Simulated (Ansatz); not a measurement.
Cost and result by functional for the surface energy of the (10-12) surface of hcp Mg in its 1x1 cell, outermost plane spacing 1.26 Å in the ideal cut, in Ansatz (plane waves, PAW). Single points on the PBE structure, on one kind of machine; costs are rough ratios of the slab run's core time (references not counted) to the cheapest single point. r2SCAN's cost holds its higher cutoff (500 against 420 eV). Differences are taken against r2SCAN for comparison alone: no measured value is at hand, so the table doesn't rank accuracy.

Model: 12-atom slab, 10.7 Å thick at the start, 12x5x1 mesh, Fermi-Dirac 0.1 eV, dipole correction, all atoms relaxed; held to the start's symmetry, so lower structures may exist; no spin, no spin-orbit, no U. These notes are the PBE run's.

```
functional                     relative cost  surface energy (J/m²)  less r2SCAN (J/m²)
-----------------------------  -------------  ---------------------  ------------------
LDA                                        1                   0.81                0.01
PBEsol                                     1                   0.80               -0.01
RPBE                                       1                   0.65               -0.15
r2SCAN                                     2                   0.80                0.00
PBE (the relaxed run's value)              –                   0.72               -0.09
```

The values span 0.16 J/m², while the single points' costs differ by a factor of roughly 2. Differences are of unrounded values.

Ansatz is an electronic-structure program.
